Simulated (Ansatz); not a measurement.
AlCr2C, response to strain

Start from AlCr$_{2}$C (space group P6_3/mmc, No. 194; a = 2.812 Å, c = 12.599 Å; non-magnetic). Axes: x lies along a and z along c of the hexagonal cell.

Strains are applied to the cell and any free atomic positions relax; under biaxial strain the out-of-plane vector relaxes too; under stress the whole cell relaxes.

Level of theory: PBEsol, PAW, 420 eV (Ansatz, an electronic-structure program; no spin-orbit coupling).

Notes on the quantities. energy relative to the base: free energy F.

```tsv
case	energy relative to the base	shortest interatomic distance	space group
base	0 meV/atom	1.940 Å	P6_3/mmc (No. 194)
biaxial strain −1.73 %, plane normal [001], relaxed out of plane	–	1.929 Å	P6_3/mmc (No. 194)
isotropic strain +2.11 %	+25 meV/atom	1.965 Å	P6_3/mmc (No. 194)
uniaxial strain ε_yy = −2.09 %	+6.1 meV/atom	1.921 Å	Cmcm (No. 63)
uniaxial stress, 8 GPa tension along x	+6.9 meV/atom	1.932 Å	Cmcm (No. 63)
uniaxial stress, 0.5 GPa tension along z	0.0 meV/atom	1.941 Å	P6_3/mmc (No. 194)
tensor shear ε_yz = +3.58 %	+24 meV/atom	1.920 Å	C2/m (No. 12)
uniaxial stress, 5 GPa compression along z	+2.5 meV/atom	1.939 Å	P6_3/mmc (No. 194)
```

Without a gap, meshes like the base's 19×19×4 leave anisotropic stresses uncertain by several tenths of a GPa, and small strain energies with them. Stability under load was not tested beyond the relaxation. Starting moments died away, wholly or in part, for the base; another magnetic solution may exist. All final runs are without spin polarisation.
